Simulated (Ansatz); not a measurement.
We consider L1₂ (Cu3Au-type) Pt₃Ti, described by PBE (plane waves, PAW; Ansatz, a quantum-chemistry and plane-wave program).

Run with plane-wave cutoff 520 eV, 12×12×12 k mesh, Fermi–Dirac smearing 0.1 eV, perturbation theory, force constants from a 4×4×4 q mesh, no spin polarisation, scalar-relativistic PAW data made under PBE.

Computed at the level's own relaxed cell.

```cif
data_Pt3Ti
_chemical_formula_sum 'Ti1 Pt3'
_space_group_name_H-M_alt 'P 1'
_space_group_IT_number 1
_cell_length_a 3.94803
_cell_length_b 3.94803
_cell_length_c 3.94803
_cell_angle_alpha 90.000
_cell_angle_beta 90.000
_cell_angle_gamma 90.000
loop_
_space_group_symop_operation_xyz
  'x, y, z'
loop_
_atom_site_label
_atom_site_type_symbol
_atom_site_fract_x
_atom_site_fract_y
_atom_site_fract_z
_atom_site_occupancy
Ti1 Ti 0.00000 0.00000 0.00000 1
Pt1 Pt 0.00000 0.50000 0.50000 1
Pt2 Pt 0.50000 0.00000 0.50000 1
Pt3 Pt 0.50000 0.50000 0.00000 1
```

Harmonic phonon frequencies (cm⁻¹; i marks an imaginary mode):

| q point | frequencies |
|---|---|
| Γ | 0 0 0 100 100 100 151 151 151 167 167 167 |
| R | 62 62 62 110 110 125 125 125 164 164 164 201 |

No imaginary mode appears at these points.
